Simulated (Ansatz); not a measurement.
DyAu2 (I4/mmm, No. 139) was calculated with PBEsol in Ansatz (PAW).

Settings: plane-wave cutoff 500 eV, 20×20×20 k mesh, Fermi–Dirac smearing 0.1 eV, spin-polarised start, scalar-relativistic PAW data made under PBE.

Computed at the level's own relaxed cell.

Problem. What does this level give for the volume per atom, lattice constant a and c axis length?

Solution. 
volume per atom: 20.39 Å³/atom
lattice constant a: 3.689 Å
c axis length: 8.994 Å

The run finds no gap.

Note: the magnetic order was assumed, not searched for or taken from measurement; the 4f shell is treated without U or exact exchange, so its levels and filling can be wrong.

Spin–orbit coupling is not included; it can shift volumes and moduli of such heavy elements.

Computed values are for the static lattice.

Ansatz is an electronic-structure program.
